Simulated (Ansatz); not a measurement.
Where the default PAW files enter, the runs use the earlier of Ansatz's two default sets.

Tunnelling through a barrier is set by its complex band structure: the current falls as exp(−2κd) with the smallest κ.

```yaml
crystal:
  lattice:
    - [3.07662, 0.00000, 0.00000]
    - [0.00000, 15.09808, 0.00000]
    - [1.53831, 0.00000, 2.66443]
  atoms:
    - { symbol: Si, position: [0.33333, 0.16701, 0.33333] }
    - { symbol: Si, position: [0.66667, 0.66701, 0.66667] }
    - { symbol: Si, position: [0.66667, 0.33350, 0.66667] }
    - { symbol: Si, position: [0.33333, 0.83350, 0.33333] }
    - { symbol: Si, position: [0.00000, 0.50027, 0.00000] }
    - { symbol: Si, position: [0.00000, 0.00027, 0.00000] }
    - { symbol: C, position: [0.00000, 0.12563, 0.00000] }
    - { symbol: C, position: [0.00000, 0.62563, 0.00000] }
    - { symbol: C, position: [0.33333, 0.29200, 0.33333] }
    - { symbol: C, position: [0.66667, 0.79200, 0.66667] }
    - { symbol: C, position: [0.66667, 0.45848, 0.66667] }
    - { symbol: C, position: [0.33333, 0.95848, 0.33333] }
```

Space group of this cell: P6_3mc. The cell is taken as given.

Transport runs along the normal of the first two printed cell vectors, the (100) plane of the conventional cell.

The gap is the functional's own. No spin-orbit coupling. Mid-gap values are interpolated on the energy grid.

Q: Give the band gap and the smallest decay constant κ at mid-gap that r2SCAN (Ansatz, an electronic-structure program) yields.

A: Gap 2.39 eV on a 12×2×12 mesh; κ = 0.239 1/Å, at (0.500, 0.500) of the in-plane reciprocal vectors. At the zone centre, at the nearest computed energy, the slowest state has κ = 0.27 1/Å.
